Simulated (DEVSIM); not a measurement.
Structure: abrupt In0.53Ga0.47As p-n junction, at 300 K.

```tsv
layer (left to right)	material	thickness (μm)	Nd (cm⁻³)	Na (cm⁻³)	τn (s)	τp (s)
1	In0.53Ga0.47As	5.40	-	2.9e15	5.8e-10	5.8e-10
2	In0.53Ga0.47As	110	1.1e15	-	5.8e-10	5.8e-10
```

Left contact: ohmic. Right contact: ohmic. Voltage is applied to the left contact. Recombination: SRH at mid-gap, radiative. Mobility is μmin + (μ − μmin)/(1 + (N/Nref)^α).

Constants are typed, rounded textbook-type inputs, not results; the design itself was drawn at random and stands for no fabricated device. Values at 300 K.

```
parameter      In0.53Ga0.47As
-------------  --------------
gap (eV)                 0.74
affinity (eV)            4.51
permittivity             13.9
Nc (cm⁻³)              2.1e17
Nv (cm⁻³)              7.7e18
μn (cm²/Vs)             12000
μp (cm²/Vs)               300
μn,min                    300
μp,min                     10
Nref,n                 1.3e17
Nref,p                 4.9e17
αn                       0.48
αp                        0.4
B (cm³/s)             9.6e-11
```

Model (solved in DEVSIM): 1D drift-diffusion, Boltzmann statistics, complete ionisation; no tunnelling, impact ionisation, image-force lowering or self-heating.

### Question
Tabulate band edges, carrier densities and field at -10.0 V on the left contact.

### Answer
Energies count from the Fermi level of the right contact; mesh points crowd at the junctions.

| x (μm) | Ec (eV) | Ev (eV) | n (cm⁻³) | p (cm⁻³) | field (V/cm) |
|---|---|---|---|---|---|
| 0.000 | 10.536 | 9.796 | 2.1e8 | 2.9e15 | ≈ 0 |
| 0.04798 | 10.536 | 9.796 | 2.0e8 | 2.9e15 | ≈ 0 |
| 0.1825 | 10.536 | 9.796 | 2.0e8 | 2.9e15 | ≈ 0 |
| 0.5919 | 10.536 | 9.796 | 1.8e8 | 2.9e15 | ≈ 0 |
| 2.619 | 10.536 | 9.796 | 9.0e7 | 2.9e15 | ≈ 0 |
| 4.433 | 10.381 | 9.641 | 1.0e7 | 7.4e12 | -9900 |
| 5.092 | 8.913 | 8.173 | 1.1e8 | 2.2e10 | -35000 |
| 5.347 | 7.904 | 7.164 | 1.3e8 | 1.6e10 | -44000 |
| 5.397 | 7.676 | 6.936 | 1.2e8 | 1.5e10 | -46000 |
| 5.440 | 7.479 | 6.739 | 1.3e8 | 1.4e10 | -46000 |
| 5.568 | 6.902 | 6.162 | 1.5e8 | 1.4e10 | -44000 |
| 6.178 | 4.488 | 3.748 | 3.0e8 | 1.4e10 | -35000 |
| 7.791 | 0.673 | -0.067 | 1.8e9 | 8.5e9 | -12000 |
| 12.64 | 0.136 | -0.604 | 1.1e15 | 5.4e8 | ≈ 0 |
| 35.68 | 0.136 | -0.604 | 1.1e15 | 5.4e8 | ≈ 0 |
| 81.70 | 0.136 | -0.604 | 1.1e15 | 5.4e8 | ≈ 0 |
| 104.2 | 0.136 | -0.604 | 1.1e15 | 5.4e8 | ≈ 0 |
| 111.5 | 0.136 | -0.604 | 1.1e15 | 5.4e8 | ≈ 0 |
| 114.5 | 0.136 | -0.604 | 1.1e15 | 5.4e8 | ≈ 0 |
| 115.1 | 0.136 | -0.604 | 1.1e15 | 5.4e8 | ≈ 0 |
| 115.3 | 0.136 | -0.604 | 1.1e15 | 5.4e8 | ≈ 0 |
| 115.4 | 0.136 | -0.604 | 1.1e15 | 5.4e8 | ≈ 0 |
